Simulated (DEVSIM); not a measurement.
System: Schottky contact on n-type β-Ga2O3, at 250 K.

Layer 1 from the left is β-Ga2O3, thickness (μm) 8.30, Nd (cm⁻³) 4.3e15, τn (s) 2.3e-9, τp (s) 2.3e-9.

Left contact: Schottky, work function 5.33 eV, emission velocity 1.8e6 cm/s. Right contact: ohmic. Voltage is applied to the left contact. Recombination: SRH at mid-gap, Auger. Mobility is μmin + (μ − μmin)/(1 + (N/Nref)^α).

The device is made up for the run: typed textbook-type constants, with dimensions and the other settings drawn at random. Values at 300 K; Nc and Nv go as T^1.5, mobilities as T to minus their exponent, the gap by Varshni's rule with the affinity fixed.

β-Ga2O3: gap (eV) 4.8, affinity (eV) 4, permittivity 10, Nc (cm⁻³) 3.7e18, Nv (cm⁻³) 5e20, μn (cm²/Vs) 160, μp (cm²/Vs) 1, μn,min 20, μp,min 0.1, Nref,n 1e18, Nref,p 1e18, αn 0.8, αp 0.8, T exponent of μn 1.8, T exponent of μp 1.5, Cn (cm⁶/s) 1e-31, Cp (cm⁶/s) 1e-31, Varshni α (eV/K) 0.0004, Varshni β (K) 600.

Simulated with DEVSIM: 1D drift-diffusion, Boltzmann statistics, complete ionisation; no tunnelling, impact ionisation, image-force lowering or self-heating. Metal contacts follow the ideal Schottky-Mott rule: no Fermi-level pinning, no interface dipoles.

Dark forward current:

```tsv
|V| (V)	|J| (A/cm²)
0.40	1.169e-13
0.45	1.183e-12
0.50	1.195e-11
0.55	1.207e-10
0.60	1.218e-9
0.65	1.227e-8
0.70	1.235e-7
0.75	1.240e-6
0.80	1.241e-5
0.85	0.0001237
0.90	0.001227
0.95	0.01203
1.00	0.1135
1.05	0.8851
1.10	3.884
1.15	9.320
1.20	16.11
1.25	23.60
1.30	31.48
1.35	39.62
1.40	47.93
1.45	56.36
1.50	64.88
1.55	73.48
1.60	82.14
1.65	90.84
```

### Question
Work out the local ideality factor n = ΔV / (kT/q · ln(J2/J1)) between the rows 0.40 and 0.45 V, 1.60 and 1.65 V.

### Answer
kT/q = 21.54 mV. From 0.40 to 0.45 V: ln(1.183e-12/1.169e-13) = 2.314, n = 1.00, near the 1 of diffusion or emission over a barrier. From 1.60 to 1.65 V: ln(90.84/82.14) = 0.101, n = 23.06; the layers' resistance at their doping, Σ W/(qμN) = 0.0055 Ω cm², would take 48 mV of this step of 50 mV.

### Question
Estimate the current at 0.70 V for emission alone, J0 = q v N_band exp(−φB/kT), and read the barrier back from the simulated current.

### Answer
φB = 1.330 eV, N_band = 2.81e18 cm⁻³, J0 = 1.24e-21 A/cm²; J = J0 (exp(qV/kT) − 1) = 1.61e-7 A/cm². The simulation gives 1.23e-7 A/cm²; the estimate lies 30 % above. Read backwards, the simulated current gives an apparent barrier of 1.336 eV. The estimate leaves out transport through the depletion region and minority injection.
